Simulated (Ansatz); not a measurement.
We consider B20 (FeSi-type) FeGe, described by PBEsol (Ansatz, an electronic-structure program, plane waves, PAW).

Excerpt of the program's output:

```
Crystal: 8 atoms, lattice volume = 103.096 Å³
Basis set: ecut = 520 eV, 2801 PW (Γ), exchange–correlation on 72×72×72 points (8 copies of the dense FFT grid, shifted against one another)
Bands: 75, of which v1, the nominal top of the filled ones, is band 60 counted from 1 (59 counted from 0)
Symmetry: 12 space group operations
Space group: P213 (ITA 198), of the structure as read, at distance tolerance 4.7e-5 Å
k-points: 119 of 1728 (time reversal used)
Initial density: superposition of atomic densities (chi_scale 0.1, normalization cell)
Functional: x = pbesol(κ = 0.804, μ = 0.12345679012345678), c = pbesol(β = 0.046)
spin=Collinear: Kerker preconditioning applied to the charge; magnetization (m = ρ↑ − ρ↓) channel mixes plain (no charge-response kernel on spin).
SCF 1 converged in 16 iterations: F = -34810.826818 eV  dr2 = 5.67e-10
SCF converged after 16 iterations
Magnetization: 4.2174 μB (62.1087 up, 57.8913 down)
Free energy (F): -34810.826818 eV
Internal energy: -34810.769168 eV  (E = F + TS)
E sigma→0 (E₀):  -34810.797993 eV
Fermi energy:    16.599215 eV
--- Forces (eV/Å), atoms counted from 1 ---
  atom   1  Fe    -0.00178732     0.00178732    -0.00178732
  atom   2  Fe    -0.00178732    -0.00178732     0.00178732
  atom   3  Fe     0.00178732     0.00178732     0.00178732
  atom   4  Fe     0.00178732    -0.00178732    -0.00178732
  atom   5  Ge     0.00165104    -0.00165104     0.00165104
  atom   6  Ge     0.00165104     0.00165104    -0.00165104
  atom   7  Ge    -0.00165104    -0.00165104    -0.00165104
  atom   8  Ge    -0.00165104     0.00165104     0.00165104
--- Stress (GPa, compression-positive) ---
       -9.405961       0.000000      -0.000000
        0.000000      -9.405961       0.000000
       -0.000000       0.000000      -9.405961
  P = ⅓ Tr σ = -9.4060 GPa (-94.060 kbar)
```

### Question
Write an input file that could have produced this run (the log leaves some choices open).

### Answer
One answer among several that fit: 
Ansatz 0.2 input:
```yaml
crystal:
  lattice:
    - [4.689, 0.0, 0.0]
    - [0.0, 4.689, 0.0]
    - [0.0, 0.0, 4.689]
  atoms:
    - { symbol: Fe, position: [0.8676543813, 0.6323456187, 0.3676543813], spin: 1.2 }
    - { symbol: Fe, position: [0.3676543813, 0.8676543813, 0.6323456187], spin: 1.2 }
    - { symbol: Fe, position: [0.1323456187, 0.1323456187, 0.1323456187], spin: 1.2 }
    - { symbol: Fe, position: [0.6323456187, 0.3676543813, 0.8676543813], spin: 1.2 }
    - { symbol: Ge, position: [0.1591560589, 0.3408439411, 0.6591560589], spin: 0.0 }
    - { symbol: Ge, position: [0.6591560589, 0.1591560589, 0.3408439411], spin: 0.0 }
    - { symbol: Ge, position: [0.8408439411, 0.8408439411, 0.8408439411], spin: 0.0 }
    - { symbol: Ge, position: [0.3408439411, 0.6591560589, 0.1591560589], spin: 0.0 }
basis:
  ecutwfc: 520
  ecutrho_ratio: 4
  xc_grid: 2
kpoints:
  mp_grid: { grid: [12, 12, 12] }
hamiltonian:
  xc: pbesol
  dispersion: none
  pseudopotentials: { kind: paw }
scf:
  occupations: { method: fermi_dirac, width: 0.05 }
  convergence: { dr2_threshold: 0.0000000008 }
output:
  forces: true
  stress: true
  eigenvalues: true
magnetization:
  spin_polarized: true
```

The PAW data were made under PBE.

The run is spin-polarised with parallel starting moments, which need not be the measured order.

Note: cell and atoms aren't relaxed at this level (pressure -9.4 GPa).
